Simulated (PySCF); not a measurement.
PySCF 2.14.0, PBE0/def2-svp, df: Hf(S)(NH2)2 ([NH2][Hf]([NH2])=[S]), 8 atoms. The geometry is a generated start, not checked to be a minimum at this level.

```yaml
task: energy
method: pbe0
basis: def2-svp
two_electron_scheme: density fitting
mol.max_memory: 3000 MB
mf.max_cycle: 100
mf.init_guess: minao (default)
mf.DIIS: CDIIS (default)
mf.conv_tol: 1e-09 (default)
mf.grids.level: 3 (default)
effective_core_potentials: those of the basis set, past Kr
basis_functions: 98
grid_points: 109712
```

```xyz
8

Hf    -0.3598    -0.4116     0.0193
S     -1.8846    -2.1054     0.2013
N     -0.7620     1.0762    -1.2967
H     -0.2028     1.9192    -1.4098
H     -1.6167     1.2210    -1.8321
N      1.2797    -0.5371     1.2037
H      2.0591     0.1180     1.2466
H      1.4871    -1.2804     1.8678
```

Charge 0 and multiplicity 1 are set for this test and not shown to be the ground state.

One run each on 2 threads, 1 BLAS thread. Values of diis_space tried: 3, 5, 8 (default), 12, 20.

Problem. Which value of diis_space needs the fewest Fock builds, and what happens away from it?

Solution. Fewest Fock builds, within one of each other: 5 with 13, 8 (default) with 12, 12 with 12, 20 with 12. The count rises to 20 at 3. All converge to one solution.

| diis_space | Fock builds | end |
|---|---|---|
| 3 | 20 | same solution |
| 5 | 13 | same solution |
| 8 (default) | 12 | same solution |
| 12 | 12 | same solution |
| 20 | 12 | same solution |
